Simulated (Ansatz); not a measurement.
```xyz
1
Lattice="-1.6240 1.6240 1.6240 1.6240 -1.6240 1.6240 1.6240 1.6240 -1.6240" Properties=species:S:1:pos:R:3 pbc="T T T"
W      0.0000     0.0000     0.0000
```

No spin polarisation.

Calculations: r2SCAN (Ansatz, an electronic-structure program; PAW; 500 eV plane waves; without spin-orbit coupling). Γ-centred 29×29×29 mesh, Fermi–Dirac width 0.1 eV.

Task: Predict the space group and pressure.

Result: 
* **Space group**: Im-3m (No. 229)
* **Pressure**: -20.3 GPa

The cells carry an imposed strain or load. No phonon test of stability was made. All final runs are without spin polarisation. The cell was made from W in the bcc (W type) structure (space group Im-3m, No. 229) by this change: isotropic strain +2.50 %.
